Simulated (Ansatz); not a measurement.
Response to strain in K

Start from K in the bcc (W type) structure (space group Im-3m, No. 229; a = 5.288 Å; relaxed with 0.1 eV smearing).

Strains are applied to the cell and any free atomic positions relax.

Computed with PBE, PAW, 420 eV (Ansatz, a first-principles code; without spin-orbit coupling).

Candidates:
(a) isotropic strain −2.00 %
(b) isotropic strain +2.50 %
(c) isotropic strain −1.50 %
(d) isotropic strain +3.00 %

Notes on the quantities. energy relative to the base: free energy F.

Question: Order them by energy relative to the base, lowest first.

Answer: (c) isotropic strain −1.50 % (+1.7 meV/atom), (a) isotropic strain −2.00 % (+3.1 meV/atom), (b) isotropic strain +2.50 % (+4.3 meV/atom), (d) isotropic strain +3.00 % (+6.1 meV/atom)

No phonon test of stability was made.
